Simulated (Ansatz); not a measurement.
# Parameter sweep on AgAu (P4/mmm, 2 atoms in the cell)

```
AgAu
1.0
    2.97552     0.00000     0.00000
    0.00000     2.97552     0.00000
    0.00000     0.00000     3.90006
Ag Au
1 1
Direct
  0.50000   0.50000   0.50000
  0.00000   0.00000   0.00000
```

Base run A: PBE (Ansatz, a program for electronic structure), self-consistent single point.

Its settings: kpoints.mp_grid.grid = 11 11 9; hamiltonian.xc = pbe; hamiltonian.pseudopotentials = {kind: paw} (the program's default PAW files); scf.occupations.method = fermi_dirac; scf.occupations.width = 0.0073 Ry.

The starting cell was generated: these elements placed on a structure prototype, without a prior relaxation; it need not be a known phase or ordering of this composition. Its lattice was rescaled by a random factor within 2.5 % of one. In the base run, with a pressure of about 4 GPa the cell is away from its equilibrium volume at this level. Ansatz's pressure includes its estimate of the finite-basis (Pulay) stress.

Runs:
- B: hamiltonian.xc: pbe → lda [LDA (PW92)]
- C: hamiltonian.xc: pbe → pbesol [PBEsol]
- D: hamiltonian.xc: pbe → rpbe [RPBE]
- E: hamiltonian.xc: pbe → revpbe [revPBE]
- F: hamiltonian.xc: pbe → blyp [BLYP]
- G: hamiltonian.xc: pbe → r2scan [r2SCAN]

```json
[
 {"run": "A", "pressure (GPa)": "4.32"},
 {"run": "B", "pressure (GPa)": "-8.26"},
 {"run": "C", "pressure (GPa)": "-3.64"},
 {"run": "D", "pressure (GPa)": "___"},
 {"run": "E", "pressure (GPa)": "7.26"},
 {"run": "F", "pressure (GPa)": "___"},
 {"run": "G", "pressure (GPa)": "1.00"}
]
```

**Question.** Some entries are withheld; supply them.

**Answer.** 
- D, pressure (GPa): 8.41
- F, pressure (GPa): 13.47

Keys are those of Ansatz 0.2.
